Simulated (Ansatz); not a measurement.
The reference is Ta in the bcc (W type) structure (space group Im-3m, No. 229; a = 3.305 Å). Axes: x, y, z lie along the cube axes.

The values are results of r2SCAN (Ansatz, an electronic-structure program; PAW; 500 eV plane waves; no spin-orbit coupling), not measurements.

For the base:

| Item | Result |
|---|---|
| Pressure | 0.0 GPa |
| Shortest interatomic distance | 286.2 pm |

Modification: the cell is compressed by 1.32 % along x with no lateral relaxation, atoms relaxed at fixed cell.

Q: Estimate the effect on the pressure, energy relative to the base and shortest interatomic distance.

A: The pressure (mean of the normal stresses, compression positive) goes from zero to 2.8 GPa; the energy goes up by 2.9 meV/atom; the shortest interatomic distance drops by 1.25 pm, from 286.2 pm to 285.0 pm.

Without a gap, meshes like the base's 20×20×20 leave anisotropic stresses uncertain by several tenths of a GPa, and small strain energies with them. The cells carry an imposed strain or load. No phonon test of stability was made. The final runs are not spin-polarised.
